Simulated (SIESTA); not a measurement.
A self-consistent single point of Rb (Im-3m, 1 atom in the cell) with SIESTA.

Method of the run: SIESTA with LDA PW92, numerical atomic orbitals DZP, PseudoDojo LDA standard norm-conserving potentials (rewritten from UPF to PSML).

```
Rb
1.0
   -2.83347     2.83347     2.83347
    2.83347    -2.83347     2.83347
    2.83347     2.83347    -2.83347
Rb
1
Direct
  0.00000   0.00000   0.00000
```

Reference input (self-consistent single point, DFT, LDA PW92, numerical atomic orbitals DZP, PseudoDojo LDA standard norm-conserving potentials (rewritten from UPF to PSML)): XC.functional = LDA; XC.authors = PW92; potentials = PseudoDojo LDA standard; PAO.BasisSize = DZP; PAO.EnergyShift = 0.01 Ry; MeshCutoff = 300 Ry; kgrid.MonkhorstPack = 8 8 8; OccupationFunction = FD; ElectronicTemperature = 0.1 eV; MaxSCFIterations = 150; SCF.Mixer.Method = Pulay; SCF.Mixer.Weight = 0.2. This run's input differs from it in these lines:

```diff
@@ -24,2 +24,3 @@
 PAO.EnergyShift              0.01 Ry
+PAO.SplitNorm                0.3
 MeshCutoff                   300 Ry
```

Output (repeated stretches shortened):

```
        iscf     Eharris(eV)        E_KS(eV)     FreeEng(eV)     dDmax    Ef(eV) dHmax(eV)
   scf:    1     -737.400954     -736.872993     -736.901643  0.520882 -2.399739  2.077451
   scf:    2     -736.931720     -736.902918     -736.931614  0.021340 -2.432518  1.527813
   scf:    3     -736.962143     -736.936148     -736.964974  0.055368 -2.521519  0.032423
   scf:    4     -736.935851     -736.936024     -736.964852  0.004750 -2.533154  0.100134
   scf:    5     -736.936288     -736.936171     -736.964988  0.003548 -2.528184  0.000172
   scf:    6     -736.936171     -736.936171     -736.964988  0.000037 -2.528121  0.000889
SCF Convergence by DM+H criterion
max |DM_out - DM_in|         :     0.0000365237
max |H_out - H_in|      (eV) :     0.0008891398
SCF cycle converged after 6 iterations

Using DM_out to compute the final energy and forces

siesta: E_KS(eV) =             -736.9362

siesta: E_KS - E_eggbox =      -736.9362

siesta: Atomic forces (eV/Ang):
     1   -0.000000   -0.000000    0.000000
   Tot   -0.000000   -0.000000    0.000000
   Max    0.000000
   Res    0.000000    sqrt( Sum f_i^2 / 3N )
   Max    0.000000    constrained

Stress tensor Voigt[x,y,z,yz,xz,xy] (kbar):        3.74        3.74        3.74       -0.00       -0.00        0.00
(Free)E + p*V (eV/cell)     -737.1773
Target enthalpy (eV/cell)     -736.9650

siesta: Program's energy decomposition (eV):
siesta: FreeEng =      -736.964988

siesta: Stress tensor (static) (eV/Ang**3):
   [... lines left out ...]
siesta: Cell volume =         90.995129 Ang**3
siesta:          -3.73837672         -3.73837672  kBar
   [... lines left out ...]

mulliken: Atomic and Orbital Populations:

Species: Rb
Atom  Qatom  Qorb
               4s      5s      5s      4py     4pz     4px     5py     5pz
               5px
   1  9.000   2.006   0.730  -0.002   2.018   2.018   2.018   0.071   0.071
              0.071

mulliken: Qtot =        9.000

Mulliken Atomic Populations:
Atom #   charge [q] valence [e]  Species
     1     0.000000    9.000000  Rb
 Total     0.000000
```

The run converged in 6 iterations. Against the reference run the free energy goes up by 5.3 meV/atom and the pressure moves little (-0.36 to -0.37 GPa).

The starting cell has typed, rounded lattice constants, without a prior relaxation at this level. Its lattice was rescaled by up to half a per cent. Values carry the incompleteness of an atom-centred basis.
